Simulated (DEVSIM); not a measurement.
System: W/Al2O3/p-Ge capacitor, at 500 K.

| layer (left to right) | material | thickness (nm) | Na (cm⁻³) |
|---|---|---|---|
| 1 | Al2O3 | 2.80 | - |
| 2 | Ge | 730 | 6.7e17 |

Metal gate on the left, work function 4.6 eV. Fixed charge at the semiconductor interface 0 cm⁻² (in units of +e); no interface traps.

Constants are typed, rounded textbook-type inputs, not results; the design itself was drawn at random and stands for no fabricated device. Values at 300 K; Nc and Nv go as T^1.5, mobilities as T to minus their exponent, the gap by Varshni's rule with the affinity fixed.

```
parameter         Al2O3        Ge
----------------  -----  --------
gap (eV)            6.8     0.664
affinity (eV)      1.35         4
permittivity          9        16
Nc (cm⁻³)             -   1.04e19
Nv (cm⁻³)             -      6e18
Varshni α (eV/K)      -  0.000477
Varshni β (K)         -       235
```

Model (solved in DEVSIM): 1D Poisson equation in equilibrium, Boltzmann statistics, complete ionisation; no quantum confinement or tunnelling. Metal contacts follow the ideal Schottky-Mott rule: no Fermi-level pinning, no interface dipoles.

### Question
Tabulate band edges, carrier densities and field at 0.4 V on the gate.

### Answer
Energies count from the Fermi level of the right contact; mesh points crowd at the junctions.

| x (μm) | Ec (eV) | Ev (eV) | n (cm⁻³) | p (cm⁻³) | field (V/cm) |
|---|---|---|---|---|---|
| 0.000 | 2.850 | -3.950 | < 1e2 | < 1e2 | 260000 |
| 0.0007510 | 2.870 | -3.930 | < 1e2 | < 1e2 | 260000 |
| 0.001493 | 2.889 | -3.911 | < 1e2 | < 1e2 | 260000 |
| 0.002291 | 2.910 | -3.890 | < 1e2 | < 1e2 | 260000 |
| 0.003324 | 0.280 | -0.302 | 3.3e16 | 1.2e16 | 140000 |
| 0.004737 | 0.300 | -0.282 | 2.1e16 | 1.8e16 | 130000 |
| 0.007144 | 0.329 | -0.253 | 1.1e16 | 3.7e16 | 110000 |
| 0.01403 | 0.391 | -0.191 | 2.6e15 | 1.5e17 | 68000 |
| 0.02440 | 0.436 | -0.146 | 9.1e14 | 4.3e17 | 23000 |
| 0.04208 | 0.453 | -0.129 | 6.1e14 | 6.4e17 | 2600 |
| 0.07594 | 0.455 | -0.127 | 5.9e14 | 6.7e17 | 30 |
| 0.1688 | 0.455 | -0.127 | 5.9e14 | 6.7e17 | ≈ 0 |
| 0.3088 | 0.455 | -0.127 | 5.9e14 | 6.7e17 | ≈ 0 |
| 0.4815 | 0.455 | -0.127 | 5.9e14 | 6.7e17 | ≈ 0 |
| 0.6218 | 0.455 | -0.127 | 5.9e14 | 6.7e17 | ≈ 0 |
| 0.6729 | 0.455 | -0.127 | 5.9e14 | 6.7e17 | ≈ 0 |
| 0.6996 | 0.455 | -0.127 | 5.9e14 | 6.7e17 | ≈ 0 |
| 0.7153 | 0.455 | -0.127 | 5.9e14 | 6.7e17 | ≈ 0 |
| 0.7257 | 0.455 | -0.127 | 5.9e14 | 6.7e17 | ≈ 0 |
| 0.7294 | 0.455 | -0.127 | 5.9e14 | 6.7e17 | ≈ 0 |
| 0.7314 | 0.455 | -0.127 | 5.9e14 | 6.7e17 | ≈ 0 |
| 0.7328 | 0.455 | -0.127 | 5.9e14 | 6.7e17 | ≈ 0 |
